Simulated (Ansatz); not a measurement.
GaN (model structure, started from the BeO type, P4₂/mnm, No. 136, 8 atoms in the cell), treated with HSE06 in Ansatz (plane waves, PAW).

Input:

Ansatz 0.2 input:
```yaml
crystal:
  lattice:
    - [5.470055918, 0.0, 0.0]
    - [0.0, 5.470055918, 0.0]
    - [0.0, 0.0, 3.183003946]
  atoms:
    - { symbol: Ga, position: [0.3206154418, 0.6793845582, 0.0] }
    - { symbol: Ga, position: [0.6793845582, 0.3206154418, 0.0] }
    - { symbol: Ga, position: [0.8206154418, 0.8206154418, 0.5] }
    - { symbol: Ga, position: [0.1793845582, 0.1793845582, 0.5] }
    - { symbol: N, position: [0.3175048696, 0.3175048696, 0.0] }
    - { symbol: N, position: [0.6824951304, 0.6824951304, 0.0] }
    - { symbol: N, position: [0.1824951304, 0.8175048696, 0.5] }
    - { symbol: N, position: [0.8175048696, 0.1824951304, 0.5] }
basis:
  ecutwfc: 460
  ecutrho_ratio: 4
  xc_grid: 2
kpoints:
  mp_grid: { grid: [4, 4, 8] }
  band_path: { path: [[0, 0, 0], [0.0625, 0.0625, 0]], npoints: 1 }
hamiltonian:
  xc: hse06
  dispersion: none
  pseudopotentials: { kind: paw }
scf:
  occupations: { method: fermi_dirac, width: 0.01 }
  convergence: { dr2_threshold: 0.0000000008 }
output:
  forces: true
  stress: true
  eigenvalues: true
  write_bands: true
```

Excerpt of the program's output:

```
WARN output.stress: scf.exx.energy_threshold = 1e-6 eV is looser than the 8e-8 eV advised for a stress under a hybrid functional (1e-8 eV for each atom of the …
Crystal: 8 atoms, lattice volume = 95.240 Å³
Basis set: ecut = 460 eV, 2111 PW (Γ), exchange–correlation on 80×80×48 points (8 copies of the dense FFT grid, shifted against one another)
Bands: 44, of which v1, the nominal top of the filled ones, is band 36 counted from 1 (35 counted from 0)
Symmetry: 16 space group operations
Space group: P42/mnm (ITA 136), of the structure as read, at distance tolerance 4.6e-5 Å
k-points: 30 of 128
SCF iter   1: F=—  HF=-16671.280375 eV  |F-HF|=—  |Δ(HF+E_count)|=         —  Δρ=1.45e-3  dr2=7.27e-4
SCF iter   2: F=-16671.282530 eV  HF=-16671.282386 eV  |F-HF|=1.44e-4  |Δ(HF+E_count)|=   2.01e-3  Δρ=6.78e-4  dr2=1.76e-4
Crystal: 8 atoms, lattice volume = 95.240 Å³
Initial density: handed on by an earlier stage of this run
  ...
Crystal: 8 atoms, lattice volume = 95.240 Å³
SCF iter   6: F=—  HF=-16673.256097 eV  |F-HF|=—  |Δ(HF+E_count)|=  8.73e-11  Δρ=8.30e-7  dr2=8.22e-10
SCF iter   7: F=-16673.256097 eV  HF=-16673.256097 eV  |F-HF|=1.24e-10  |Δ(HF+E_count)|=  1.93e-10  Δρ=3.89e-7  dr2=3.53e-10
SCF 3 converged in 7 iterations: F = -16673.256097 eV  dr2 = 3.53e-10
Free energy (F): -16673.256096 eV
Internal energy: -16673.256096 eV  (E = F + TS)
E sigma→0 (E₀):  -16673.256096 eV
Fermi energy:    9.830577 eV
--- Stress (GPa, compression-positive) ---
       -0.116951       0.000000       0.000000
        0.000000      -0.116951       0.000000
        0.000000       0.000000      -0.139059
  P = ⅓ Tr σ = -0.1243 GPa (-1.243 kbar)
```

The PAW data were made under PBE.

Note: the relaxation could raise the start's symmetry but not lower it, so the cell can be a saddle point. Note: cell and atoms aren't relaxed at this level.

Cost on a shared machine: about 4 core-minutes (a rough figure).

A model structure was made by putting elements into a prototype or built by hand; it is no filed structure, need not be a known phase, and can be a saddle point held by its symmetry.

Ansatz is a first-principles code.
